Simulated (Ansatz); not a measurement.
AlN under load (space group P6_3mc), PBE with spin-orbit coupling, rigid bands run with Ansatz (a program for electronic structure). Condition of this run: hydrostatic pressure of -9 GPa (compression positive) (the target of the relaxation). Band gap 3.77 eV, N_c = 3.97e18 cm⁻³ and N_v = 6.45e19 cm⁻³ at 300 K, conductivity masses along x (a = (3.16, 0.00, 0.00) Å; b = (-1.58, 2.74, 0.00) Å; c = (0.00, 0.00, 5.08) Å) of 0.294 mₑ (electrons) and 3.74 mₑ (holes). Take k_BT = 0.02585 eV.

Task: Find the intrinsic carrier density and the intrinsic Fermi level.

Result: n_i = √(N_c N_v) exp(−E_g/2k_BT) = 1.60e19 × exp(−72.92) = 3.4e-13 cm⁻³. The level lies (k_BT/2) ln(N_v/N_c) = 36 meV from mid-gap (positive towards the conduction band). Each 0.1 eV added to the gap lowers n_i by a factor of 6.9.

Task: What thermal injection velocity √(2k_BT/πm) limits a ballistic channel along the direction named?

Result: 9.92e6 cm/s for electrons and 2.78e6 cm/s for holes, a ratio of √(m_h/m_e) = 3.57, for dilute carriers.

Task: A film of it is 3 nm thick, with its normal along the direction named. Estimate the confinement energies in an infinite well.

Result: ħ²π²/(2m t²) = 0.376 eV·nm²/(m/mₑ × t²) gives 142 meV for electrons and 11.2 meV for holes, so the gap would widen to about 3.92 eV. Finite barriers and nonparabolic bands lower this, and with several valleys or bands the heaviest mass along the normal sets the lowest level, not this average.

Rigid bands with the computed gap; masses take one relaxation time for all states. Geometry: cell and atoms relaxed with PBEsol.
